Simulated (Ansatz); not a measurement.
End structure of a constructed model of the (0001) surface of hcp Os, a pseudomorphic layer of Re in the host's stacking (bottom of the slab: a bare face, its two planes held):

```
CELL_PARAMETERS angstrom
      2.75423     0.00000     0.00000
     -1.37712     2.38523     0.00000
      0.00000     0.00000    29.50000
ATOMIC_POSITIONS crystal
  Os 0.66667 0.33333 0.27132
  Os 0.33333 0.66667 0.34499
  Os 0.66667 0.33333 0.41835
  Os 0.33333 0.66667 0.49239
  Os 0.66667 0.33333 0.56578
  Os 0.33333 0.66667 0.64112
  Re 0.66667 0.33333 0.71229
```

Set-up: 7 atoms, 13.5 Å thick at the start; mesh 16x16x1; 0.1 eV smearing; dipole correction on; single point; on the structure that PBE left under its start's symmetry; no spin, no spin-orbit, no U. It is one candidate, not shown to be the stable structure of the face.

### Question
What work function of the top face does r2SCAN, at the PBE geometry in Ansatz (a first-principles code) give?

### Answer
5.27 eV
